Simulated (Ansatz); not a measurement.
The starting structures come from a database of crystals and need not be the phases stable at ambient conditions.

 Where the default PAW files enter, the runs use the earlier of Ansatz's two default sets.

The decay constant κ of evanescent states in the gap governs leakage through a thin film.

```
CELL_PARAMETERS angstrom
      5.55820     0.00000     0.00000
     -0.13570     5.55655     0.00000
      0.13570     0.13905     5.55481
ATOMIC_POSITIONS crystal
  Li 0.43259 0.93904 0.74941
  Li 0.56741 0.06096 0.25059
  Li 0.25059 0.43259 0.06096
  Li 0.74941 0.56741 0.93904
  Li 0.93904 0.25059 0.56741
  Li 0.06096 0.74941 0.43259
  Al 0.50000 0.50000 0.50000
  Al 0.00000 0.00000 0.00000
  H  0.04827 0.70498 0.08894
  H  0.95173 0.29502 0.91106
  H  0.91106 0.04827 0.29502
  H  0.08894 0.95173 0.70498
  H  0.70498 0.91106 0.95173
  H  0.29502 0.08894 0.04827
  H  0.57330 0.43059 0.20509
  H  0.42670 0.56941 0.79491
  H  0.79491 0.57330 0.56941
  H  0.20509 0.42670 0.43059
  H  0.43059 0.79491 0.42670
  H  0.56941 0.20509 0.57330
```

Space group of this cell: R-3. The cell is taken as given.

Transport runs along the normal of the first two printed cell vectors, the (101) plane of the conventional cell.

The gap is the functional's own. No spin-orbit coupling. Mid-gap values are interpolated on the energy grid.

Predict the band gap and the smallest decay constant κ at mid-gap from Ansatz (a quantum-chemistry and plane-wave program) with r2SCAN.

Gap 4.23 eV on a 6×6×6 mesh; κ = 0.394 1/Å, at (0.333, 0.000) of the in-plane reciprocal vectors. At the zone centre, at the nearest computed energy, the slowest state has κ = 0.42 1/Å.
